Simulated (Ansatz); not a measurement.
Consider TiC in the rock salt structure (space group Fm-3m, No. 225; a = 4.328 Å; relaxed with 0.1 eV smearing).

Computed with r2SCAN (Ansatz, a first-principles code; PAW; 500 eV plane waves; spin-orbit coupling left out).

Strains are applied to the cell and any free atomic positions relax.

One change was made to it. Results:

| quantity | base | after |
|---|---|---|
| energy relative to the base (free energy F) | 0 meV/atom | +32 meV/atom |
| pressure | 0.0 GPa | 17.9 GPa |

Problem. Which of these changes matches the shifts?
A. isotropic strain −2.00 %
B. isotropic strain −3.00 %
C. isotropic strain −2.50 %
D. isotropic strain −1.50 %
E. isotropic strain −0.50 %

Solution. A, isotropic strain −2.00 %. For comparison, the energy relative to the base in the other runs: isotropic strain −1.50 % gives +18 meV/atom; isotropic strain −2.50 % gives +50 meV/atom; isotropic strain −3.00 % gives +74 meV/atom; isotropic strain −0.50 % gives +1.9 meV/atom.

No phonon test of stability was made. The final runs are not spin-polarised.
